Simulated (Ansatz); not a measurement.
# A constructed model of the (0001) surface of hcp Co, ferromagnetic, (√3x√3)R30° layer of Sn, one a cell, on the site that continues the host's stacking (bottom of the slab: a bare face, its two planes held)

Method: PBE (plane waves to 420 eV, PAW; Ansatz, a quantum-chemistry and plane-wave program).

Set-up: 19 atoms, 12.4 Å thick at the start with caps and adatoms (thin: gaps and levels are the slab's own); mesh 10x10x1; 0.1 eV smearing; dipole correction on; 6 atoms held, the rest relaxed; start symmetry kept, larger cells not searched; spin-polarised, ending with about 28.9 μB a cell; orders that need a larger cell were not tried, no spin-orbit, no U. It is one candidate, not shown to be the stable structure of the face.

```json
{
 "work_function_of_the_top_face": "4.40 eV",
 "energy_released_by_relaxation": "0.13 eV",
 "magnetic_moment_of_the_cell": "28.92 μB",
 "cost": "about 40 core-minutes (a rough figure)"
}
```
